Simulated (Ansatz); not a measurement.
An Ansatz (a quantum-chemistry and plane-wave program) run: Bi2Se3; Ansatz, PBE-D3(BJ), PAW, cutoff 420 eV, no spin-orbit coupling.

Input:

Ansatz 0.2 input:
```yaml
crystal:
  lattice:
    - [2.0721568741, 1.1963603291, 9.4826725494]
    - [-2.0721568741, 1.1963603291, 9.4826725494]
    - [0, -2.3927206581, 9.4826725494]
  atoms:
    - { symbol: Bi, position: [0.400874199, 0.400874199, 0.400874199] }
    - { symbol: Bi, position: [0.599125801, 0.599125801, 0.599125801] }
    - { symbol: Se, position: [0, 0, 0] }
    - { symbol: Se, position: [0.2105223364, 0.2105223364, 0.2105223364] }
    - { symbol: Se, position: [0.7894776636, 0.7894776636, 0.7894776636] }
basis: { ecutwfc: 420, ecutrho_ratio: 4, xc_grid: 2, fft_grid_basis: typed }
kpoints: { mp_grid: { grid: [9, 9, 9] } }
hamiltonian:
  xc: pbe
  dispersion: d3bj
  pseudopotentials: { kind: paw }
scf: { occupations: { method: fermi_dirac, width: 0.05 }, convergence: { dr2_threshold: 0.0000000005 } }
output: { forces: true, stress: true }
```

Output (explanatory and most iteration lines left out):

```
Pseudopotential: Bi, paw, valence charge 15
Pseudopotential: Se, paw, valence charge 16
Crystal: 5 atoms, lattice volume = 141.048 Å³
Basis set: ecut = 420 eV, 2713 PW (Γ), exchange–correlation on 144×144×144 points (8 copies of the dense FFT grid, shifted against one another)
Bands: 44, of which v1, the nominal top of the filled ones, is band 39 counted from 1 (38 counted from 0)
Symmetry: 12 space group operations
Space group: R-3m (ITA 166), of the structure as read, at distance tolerance 5.2e-5 Å
k-points: 85 of 729
Functional: x = pbe(κ = 0.804, μ = 0.2195149727645171), c = pbe(β = 0.06672455060314922)
SCF iter   1: F=—  HF=-41204.222028 eV  |F-HF|=—  |Δ(HF+E_count)|=         —  Δρ=1.18e-3  dr2=3.52e-3  ethr=1.77e-3  ⟨swp⟩=6.8  Hψ=13870  notcnv=0
SCF iter   2: F=—  HF=-41204.220419 eV  |F-HF|=—  |Δ(HF+E_count)|=   1.61e-3  Δρ=5.88e-4  dr2=4.57e-4  ethr=4.51e-6  ⟨swp⟩=2.2  Hψ=7764  notcnv=0
SCF 1 converged in 9 iterations: F = -41204.220761 eV  dr2 = 4.52e-10
SCF converged after 9 iterations
Free energy (F): -41204.220761 eV
Internal energy: -41204.220570 eV  (E = F + TS)
E sigma→0 (E₀):  -41204.220666 eV
Entropy (-TS):   -0.000191 eV (-0.038 meV/atom)
Fermi energy:    9.300686 eV
  E_disp       = -2.015555  (pairwise vdW)
--- Forces (eV/Å), atoms counted from 1 ---
  atom   1  Bi     0.00000000     0.00000000     0.00032552
  atom   2  Bi     0.00000000    -0.00000000    -0.00032552
  atom   3  Se    -0.00000000     0.00000000     0.00000000
  atom   4  Se     0.00000000     0.00000000     0.00065831
  atom   5  Se    -0.00000000    -0.00000000    -0.00065831
--- Stress (GPa, compression-positive) ---
       -0.000322       0.000000       0.000000
        0.000000      -0.000322       0.000000
        0.000000       0.000000       0.000123
  P = ⅓ Tr σ = -0.0002 GPa (-0.002 kbar)
```

Spin-orbit coupling, missing from the scalar runs, can matter with Bi. Whether these cells are dynamically stable was not tested. The cell is Bi$_{2}$Se$_{3}$ in the Bi2Te3 type structure (space group R-3m, No. 166).
